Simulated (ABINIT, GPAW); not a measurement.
A GPAW input for a self-consistent single point of I (Cmce, 4 atoms in the cell) (DFT LDA (Perdew-Wang 92), plane waves, GPAW PAW datasets LDA (gpaw-data 1.0.1)):

```python
from ase import Atoms
from ase.units import GPa
from gpaw import GPAW, PW, FermiDirac

atoms = Atoms(['I', 'I', 'I', 'I'],
              cell=[[2.395000, -3.635000, 0.000000],
                    [2.395000, 3.635000, 0.000000],
                    [0.000000, 0.000000, 9.790000]],
              scaled_positions=[[0.846000, 0.846000, 0.883000],
                                [0.654000, 0.654000, 0.383000],
                                [0.346000, 0.346000, 0.617000],
                                [0.154000, 0.154000, 0.117000]],
              pbc=True)

calc = GPAW(mode=PW(600),
            xc='LDA',
            kpts={'size': (3, 3, 2), 'gamma': True},
            occupations=FermiDirac(0.02),
            nbands=-4,
            convergence={'density': 1e-05, 'bands': -2},
            symmetry={'symmorphic': False, 'tolerance': 0.0005},
            maxiter=100)

atoms.calc = calc

energy = atoms.get_potential_energy()
print('Energy (eV):', round(energy, 6))
forces = atoms.get_forces()
print('Forces (eV/Ang):')
print(forces.round(5))
stress = atoms.get_stress()
print('Stress (GPa, Voigt):', (stress / GPa).round(4))
```

### Question
Write the same calculation as an input for ABINIT.

### Answer
This is the input that was run; spellings and numerical settings could be chosen otherwise.

```
# I, JTH v2.0 LDA PAW
pp_dirpath "./"
pseudos "I.LDA_PW-JTH.xml"
acell 8.2261169549 8.2261169549 18.5004187601
rprim
         0.5501859618   -0.8350421591    0.0000000000
         0.5501859618    0.8350421591    0.0000000000
         0.0000000000    0.0000000000    1.0000000000
natom 4
ntypat 1
znucl 53
typat 1 1 1 1
xcart
         7.6578127639    0.0000000000   16.3358697652
         5.9198694416    0.0000000000    7.0856603851
         3.1319186954    0.0000000000   11.4147583750
         1.3939753731    0.0000000000    2.1645489949
ecut 20
pawecutdg 40
occopt 3
tsmear 0.00073499
nband 19
kptopt 1
ngkpt 3 3 2
nshiftk 1
shiftk 0 0 0
nstep 80
toldfe 1.0e-09
prtwf 0
prtden 0
enunit 2
```

Basis settings and potentials, where a program has them, do not carry over. This input uses DFT, LDA (PW92), plane waves, PAW (JTH v2.0 LDA PAW). LDA parametrisations can differ slightly between programs.

The starting cell has typed, rounded lattice constants, without a prior relaxation at this level.
